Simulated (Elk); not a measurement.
Elk run on ZrN (Fm-3m, 2 atoms in the cell): self-consistent single point.

Method of the run: LDA (PW92), all-electron FP-LAPW, Elk's shipped species files, LAPW+lo basis (Elk).

```
ZrN
1.0
    0.00000     2.29000     2.29000
    2.29000     0.00000     2.29000
    2.29000     2.29000     0.00000
Zr N
1 1
Direct
  0.00000   0.00000   0.00000
  0.50000   0.50000   0.50000
```

Reference input (self-consistent single point, DFT, PBE, all-electron FP-LAPW, Elk's shipped species files, LAPW+lo basis): xctype = 20; rgkmax = 7.5; stype = 3; swidth = 0.00367493 Ha; ngridk = 12 12 12; gmaxvr = 14 1/bohr; nxoapwlo = 1; rmtscf = 0.92. This run's input differs from it in these lines:

```diff
@@ -4,3 +4,3 @@
 xctype
-  20
+  3
```

Output, abridged:

```
│ Self-consistent loop started │
│ Loop number : 1 │
 total energy                :     -3651.40953750
│ Loop number : 2 │
 total energy                :     -3651.50774000
RMS change in Kohn-Sham potential (target) :   0.3546403053     (  0.1000000000E-05)
Absolute change in total energy (target)   :   0.9820250568E-01 (  0.1000000000E-03)
│ Loop number : 3 │
 total energy                :     -3651.93120626
RMS change in Kohn-Sham potential (target) :   0.2597761274     (  0.1000000000E-05)
Absolute change in total energy (target)   :   0.4480168814     (  0.1000000000E-03)
│ Loop number : 4 │
   [... lines left out ...]
Absolute change in total energy (target)   :   0.7181788546E-03 (  0.1000000000E-03)
│ Loop number : 15 │
 total energy                :     -3649.84410320
RMS change in Kohn-Sham potential (target) :   0.2222597076E-06 (  0.1000000000E-05)
Absolute change in total energy (target)   :   0.1285982989E-03 (  0.1000000000E-03)
│ Loop number : 16 │
 total energy                :     -3649.84408779
RMS change in Kohn-Sham potential (target) :   0.5163328621E-07 (  0.1000000000E-05)
Absolute change in total energy (target)   :   0.1673848283E-04 (  0.1000000000E-03)
Convergence targets achieved

│ Loop number : 17 │

Energies :
 Fermi                       :     0.493896576031
 total energy                :     -3649.84408787

Density of states at Fermi energy :    13.13110992
 (states/Hartree/unit cell)

Estimated indirect band gap :   0.6182659000E-02
 from k-point     18 to k-point     55
Estimated direct band gap   :   0.2247122317E-01
 at k-point     18

Charges :
 core                        :    30.00000000
 valence                     :    17.00000000
 interstitial                :    3.292480878
 muffin-tins (core leakage)
  species :    1 (Zr)
   atom    1                 :    37.58575087     (  0.1274183866E-04)
  species :    2 (N)
   atom    1                 :    6.121768253     (  0.9258854439E-06)
 total in muffin-tins        :    43.70751912
 total calculated charge     :    47.00378992
 total charge                :    47.00000000
 error                       :   0.3789917996E-02

│ Self-consistent loop stopped │
```

The run converged in 17 iterations. The count includes the last loop, which Elk runs after its targets are met. 

The starting cell has typed, rounded lattice constants, without a prior relaxation at this level. Values depend on the basis (sphere radii, cutoffs, local orbitals), which need not be converged. The log's line on a gap gives a spacing of levels on this mesh, which the program prints for metals too.
